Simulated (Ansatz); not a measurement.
This Ansatz (a first-principles code) input is the reference run, CdTe in the zinc blende structure (space group F-43m, No. 216), computed with DFT with r2SCAN, PAW potentials and a 500 eV plane-wave cutoff in Ansatz, no spin-orbit coupling, earlier PAW set:

Ansatz 0.2 input:
```yaml
crystal:
  lattice:
    - [0, 3.2790341118, 3.2790341118]
    - [3.2790341118, 0, 3.2790341118]
    - [3.2790341118, 3.2790341118, 0]
  atoms:
    - { symbol: Te, position: [0.75, 0.75, 0.75] }
    - { symbol: Cd, position: [0, 0, 0] }
basis: { ecutwfc: 500, ecutrho_ratio: 4, xc_grid: 4, fft_grid_basis: typed }
kpoints: { mp_grid: { grid: [9, 9, 9] } }
hamiltonian:
  xc: r2scan
  dispersion: none
  pseudopotentials: { azcp: { folder: ./paw }, kind: paw }
scf: { occupations: { method: fermi_dirac, width: 0.05 }, convergence: { dr2_threshold: 0.0000000002 } }
output: { forces: true, stress: true }
checkpoint: { write: state.ck, write_every: 1000 }
```

Problem. Write the input for this change: uniaxial stress, 1 GPa compression along z; all other stress components relax to zero.

Solution. 
Ansatz 0.2 input:
```yaml
crystal:
  lattice:
    - [0, 3.2790341118, 3.2790341118]
    - [3.2790341118, 0, 3.2790341118]
    - [3.2790341118, 3.2790341118, 0]
  atoms:
    - { symbol: Te, position: [0.75, 0.75, 0.75] }
    - { symbol: Cd, position: [0, 0, 0] }
basis: { ecutwfc: 500, ecutrho_ratio: 4, xc_grid: 4, fft_grid_basis: typed }
kpoints: { mp_grid: { grid: [9, 9, 9] } }
hamiltonian:
  xc: r2scan
  dispersion: none
  pseudopotentials: { azcp: { folder: ./paw }, kind: paw }
scf: { occupations: { method: fermi_dirac, width: 0.05 } }
relax: { f_tol: 0.005, max_steps: 50, cell: { stress_tol: 0.01, sigma_target: [0, 0, 1, 0, 0, 0] } }
output: { forces: true, stress: true }
checkpoint: { write: state.ck, write_every: 1000 }
```
This is the input that was run.

Load acts through the strain it causes; cell and atoms are relaxed under it. sigma_target is in GPa, compression positive, in the order xx, yy, zz, yz, xz, xy. Stability under load was not tested beyond the relaxation.
